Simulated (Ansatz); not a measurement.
Gap of a (6,0) ZnO nanotube at several levels, all on one geometry.

Levels: PBE (plane waves to 420 eV, PAW; Ansatz, a first-principles code); r2SCAN (plane waves to 500 eV, PAW; Ansatz); HSE06 in Ansatz. Unmarked values and the geometry are of the first. Mesh 1×1×6. No spin polarisation. One-dimensional cell, images about 11 Å apart. A hypothetical model, rolled from the flat sheet. It keeps the symmetry and period of its start, so it need not be a minimum against all distortions. HSE06 ran on a 1×1×4 mesh and at PBE's edge points.

```
level   gap (eV)
------  --------
PBE         1.62
r2SCAN      1.96
HSE06        ___
```

Task: Complete the blanks.

Result: 
- HSE06, gap (eV): 3.20
